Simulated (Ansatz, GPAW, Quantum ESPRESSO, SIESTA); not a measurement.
**One structure in several programs: CdTe (F-43m, 2 atoms in the cell)**

Self-consistent single point.

```
CdTe
1.0
    0.00000     3.29196     3.29196
    3.29196     0.00000     3.29196
    3.29196     3.29196     0.00000
Cd Te
1 1
Cartesian
  0.00000   0.00000   0.00000
  1.64598   1.64598   1.64598
```

Shared settings, as Ansatz (a quantum-chemistry and plane-wave program) writes them: kpoints.mp_grid.grid = 2 2 2; scf.occupations.method = fixed. Potentials and cutoffs stand in the table.

| code | model | pressure (GPa) | gap on the mesh (eV) | cutoff |
|---|---|---|---|---|
| Ansatz | PBE, default PAW files | 3.78 | 0.492 | 420 eV |
| SIESTA | GGA PBE, numerical atomic orbitals TZP, PseudoDojo PBE standard norm-conserving potentials (rewritten from UPF to PSML) | 2.26 | 0.564 | grid 400 Ry |
| Quantum ESPRESSO | PBE, SSSP 1.1.2 precision (PBE) pseudopotentials | 3.78 | 0.486 | 55 Ry |
| GPAW | PBE, GPAW PAW datasets PBE (gpaw-data 1.0.1) | 3.44 | 0.491 | 550 eV |

Gaps are read on the mesh.

On Ansatz's run: spin-orbit coupling is off.

The spread over the programs that give each value: pressure within 1.52 GPa; gap on the mesh within 0.078 eV.

SIESTA uses small atom-centred bases, whose incompleteness enters pressures, forces and empty levels differently from a plane-wave cutoff. Ansatz's pressure is given at a fixed set of plane waves, as the other plane-wave codes print theirs; with its correction for the finite basis it is 3.81 GPa. In the pressure, SIESTA (by 1.52) lies more than 1 GPa from the median of the plane-wave programs.

On the base mesh (9 9 9) the same programs gave: Ansatz pressure 0.53 GPa, gap on the mesh 0.631 eV; Quantum ESPRESSO pressure 0.45 GPa, gap on the mesh 0.627 eV; GPAW pressure 0.19 GPa, gap on the mesh 0.631 eV; SIESTA pressure -1.37 GPa, gap on the mesh 0.734 eV.

The values differ from the base mesh's, so the mesh still matters here: the table compares the programs at equal settings.

The starting cell comes from a database of computed structures (which also holds hypothetical and non-ambient phases and stackings), without a prior relaxation at this level. Its lattice was rescaled by a random factor within 2.5 % of one.

Left out of this page: CP2K (on another mesh); Elk (not drawn, or without a comparable value); FLEUR (with a known weakness of the program).

Keys are those of Ansatz 0.2.
